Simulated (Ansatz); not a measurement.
## Ansatz run on VN (Fm-3m, 2 atoms in the cell): self-consistent single point

Method of the run: PBE (plane waves, PAW; Ansatz, an electronic-structure program).

Input:

Ansatz 0.2 input:
```yaml
crystal:
  lattice:
    - [0.000000, 2.070000, 2.070000]
    - [2.070000, 0.000000, 2.070000]
    - [2.070000, 2.070000, 0.000000]
  atoms:
    - { symbol: V, position: [0.000000, 0.000000, 0.000000] }
    - { symbol: N, position: [0.500000, 0.500000, 0.500000] }
kpoints:
  mp_grid: { grid: [18, 18, 18] }
hamiltonian:
  xc: pbe
  pseudopotentials: { kind: paw }
scf:
  occupations: { method: gaussian, width: 0.0073 Ry }
output:
  forces: true
  eigenvalues: true
  stress: true
```

Output (repeated stretches shortened):

```
WARN basis.ecutwfc = 420 eV, the default
WARN ansatz: RAYON_NUM_THREADS=1 ignored (pool sized by the plan → 1); use --threads N
Pseudopotentials: kind: paw
Pseudopotential: V, paw, valence charge 13
Pseudopotential: N, paw, valence charge 5
Crystal: 2 atoms, lattice volume = 17.739 Å³
Basis set: ecut = 420 eV, 331 PW (Γ), exchange–correlation on 40×40×40 points (8 copies of the dense FFT grid, shifted against one another)
Bands: 13, of which v1, the nominal top of the filled ones, is band 9 counted from 1 (8 counted from 0)
Symmetry: 48 space group operations
Space group: Fm-3m (ITA 225), of the structure as read, at distance tolerance 2.6e-5 Å
k-points: 195 of 5832
Initial density: superposition of atomic densities (neutral atoms: chi_scale 0, normalization atom), corrected by the library's trained network
Initial wavefunctions: pseudopotential atomic-orbital guess
Eigensolver: davidson
Functional: x = pbe(κ = 0.804, μ = 0.2195149727645171), c = pbe(β = 0.06672455060314922)
SCF iter   1: F=—  HF=-3298.352811 eV  |F-HF|=—  |Δ(HF+E_count)|=         —  Δρ=3.30e-3  dr2=3.36e-4  ethr=1.77e-3  ⟨swp⟩=4.4  Hψ=26640  notcnv=0
all-band conjugate gradients solve this SCF's bands
automatic band count: the SCF goes on with 17 bands, as 13 were too few: the levels above may hold too much charge
preconditioner: auto → none
SCF iter   2: F=—  HF=-3298.353012 eV  |F-HF|=—  |Δ(HF+E_count)|=   2.01e-4  Δρ=1.86e-3  dr2=1.18e-4  ethr=1.87e-6  ⟨swp⟩=1.2  Hψ=5011  notcnv=0
SCF iter   3: F=—  HF=-3298.353177 eV  |F-HF|=—  |Δ(HF+E_count)|=   1.65e-4  Δρ=9.09e-5  dr2=5.38e-7  ethr=6.55e-7  ⟨swp⟩=2.2  Hψ=3516  notcnv=0
SCF iter   4: F=—  HF=-3298.353189 eV  |F-HF|=—  |Δ(HF+E_count)|=   1.25e-5  Δρ=2.20e-5  dr2=5.13e-8  ethr=2.99e-9  ⟨swp⟩=2.0  Hψ=4327  notcnv=0
iter 5 did not close the SCF: its close was put off for the readings that it lacked (scf_convergence_deferred on its scf_iter line)
SCF iter   5: F=-3298.353189 eV  HF=-3298.353189 eV  |F-HF|=2.68e-10  |Δ(HF+E_count)|=   1.58e-8  Δρ=2.15e-6  dr2=5.26e-10  ethr=2.85e-10  ⟨swp⟩=2.0  Hψ=4483  notcnv=0
SCF iter   6: F=-3298.353189 eV  HF=-3298.353189 eV  |F-HF|=8.64e-12  |Δ(HF+E_count)|=  1.36e-12  Δρ=4.91e-7  dr2=2.68e-11  ethr=2.92e-12  ⟨swp⟩=3.4  Hψ=10393  notcnv=0
SCF 1 converged in 6 iterations: F = -3298.353189 eV  dr2 = 2.68e-11
SCF converged after 6 iterations
Free energy (F): -3298.353189 eV
Harris-Foulkes:  -3298.353189 eV  (|F-HF|=8.64e-12)
Internal energy: -3298.345880 eV  (E = F + TS)
E sigma→0 (E₀):  -3298.349534 eV
Entropy (-TS):   -0.007310 eV (-3.655 meV/atom)
Fermi energy:    18.174070 eV
--- Per-component energies (eV) ---
  E_band       = -107.813746
  E_kinetic    = 468.683587
  E_local      = -966.805003  (includes V_loc(G=0)·N_el)
  E_nonlocal   = -1.608185
  E_hartree    = 425.306218
  E_xc         = -191.467749
  E_vxc        = -243.122758  (∫ρ·V_xc dr)
  E_paw        = -1239.232259  (= ΣΔE_a)
  E_vpaw       = -215.574000  (= ΣTr[D̂ρ^β])
  E_aug_tail   = 0.000350  (compensation charges beyond the density's cutoff)
  E_ewald      = -1793.222837
  E_smearing   = -0.007310  (= −TS)
  E_closure    = 0.000000  (closes the sum)
  Σ components = -3298.353189   (vs F -3298.353189, Δ=0.00e0)
--- Forces (eV/Å), atoms counted from 1 ---
  atom   1  V     -0.00000000     0.00000000     0.00000000
  atom   2  N      0.00000000    -0.00000000    -0.00000000
  max |Σ_I F_I| component: 3.42e-30 eV/Å
--- Stress (GPa, compression-positive) ---
       -5.186430       0.000000      -0.000000
        0.000000      -5.186430       0.000000
        0.000000      -0.000000      -5.186430
  P = ⅓ Tr σ = -5.1864 GPa (-51.864 kbar)
  The stress holds the Pulay correction. Without it, at fixed plane waves, as pw.x and ABINIT print it: P = -5.7810 GPa
--- Band table (eV; the first three rows and the last of 195) ---
  k-point 0: bands = ["-47.2316", "-20.8715", "-20.8715", "-20.8715", "0.3064", "15.9749", "15.9749", "15.9749", "16.6750", "16.6750", "16.6750", "17.7219", "17.7219", "23.9641", "32.1819", "37.7412", "37.7412"]
  k-point 1: bands = ["-47.2296", "-20.8861", "-20.8728", "-20.8728", "0.3683", "15.4848", "15.5880", "15.5880", "16.7870", "16.7870", "16.9857", "18.0897", "18.0897", "24.1328", "32.1556", "37.6766", "37.6766"]
  k-point 2: bands = ["-47.2236", "-20.9281", "-20.8767", "-20.8767", "0.5501", "14.6212", "14.9175", "14.9175", "16.9689", "16.9689", "17.3687", "18.8510", "18.8510", "24.5799", "32.0193", "37.4448", "37.4448"]
  k-point 194: bands = ["-47.1398", "-21.1716", "-21.1290", "-21.0373", "2.5048", "11.8905", "12.1634", "12.3348", "17.9646", "18.5964", "19.3666", "20.2435", "20.9861", "30.1885", "30.4010", "30.9846", "34.9752"]
```

The run converged in 6 iterations.

The starting cell has typed, rounded lattice constants, without a prior relaxation at this level. Spin polarisation is off, so a magnetic state, if there is one, cannot be reached. With a pressure of about -5 GPa the cell is away from its equilibrium volume at this level. Ansatz's pressure includes its estimate of the finite-basis (Pulay) stress. Without the estimate this run gives -5.78 GPa.
